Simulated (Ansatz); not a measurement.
The starting structures come from a database of crystals and need not be the phases stable at ambient conditions.

By PBEsol, the system below comes out a metal.

Without scattering a metal conducts by its projected Fermi surface.

```
Pt
1.0
    2.76067     0.00000     0.00000
   -1.38034     2.39081     0.00000
    0.00000     0.00000     4.79213
Pt
2
Direct
  0.66667   0.33333   0.75000
  0.33333   0.66667   0.25000
```

The cell is taken as given; by PBEsol it stands under a pressure of -10.8 GPa.

The current flows along the normal of the first two printed cell vectors, the (001) plane of the conventional cell. No spin-orbit coupling; the value is a mean over 0.1 eV about the Fermi level.

Question: Compute, with PBEsol run with Ansatz (a program for electronic structure), the ballistic conductance per area.

Answer: 1.7 × 10¹⁵ S/m² for both spins.
